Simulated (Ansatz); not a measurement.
The parent structure is LiNbO3 (space group R3c, No. 161).

```
LiNbO3
1.0
    2.59494     1.49819     4.67151
   -2.59494     1.49819     4.67151
    0.00000    -2.99637     4.67151
Li Nb O
2 2 6
Direct
  0.28074   0.28074   0.28074
  0.78074   0.78074   0.78074
  0.99950   0.99950   0.99950
  0.49950   0.49950   0.49950
  0.10960   0.35709   0.72016
  0.72016   0.10960   0.35709
  0.35709   0.72016   0.10960
  0.22016   0.85709   0.60960
  0.85709   0.60960   0.22016
  0.60960   0.22016   0.85709
```

Cartesian axes are those of the cell as printed.

Computed with plane-wave PAW DFT at the PBE level (Ansatz, an electronic-structure program, 420 eV), no spin-orbit coupling.

Base values:

Band gap: 3.54 eV
Pressure: 0.01 GPa
Smallest direct gap: 3.59 eV

The change: the cell is compressed by 0.75 % along z with no lateral relaxation; the atoms relax in the strained cell.

Task: Estimate the effect on the energy relative to the base, band gap, pressure and smallest direct gap.

Result: The energy increases by 0.4 meV/atom; the band gap remains 3.54 eV; the pressure (mean of the normal stresses, compression positive) goes up by 0.848 GPa, from 0.01 GPa to 0.85 GPa; the smallest direct gap hardly moves (3.59 eV against 3.60 eV).

Stability against distortions was not tested.
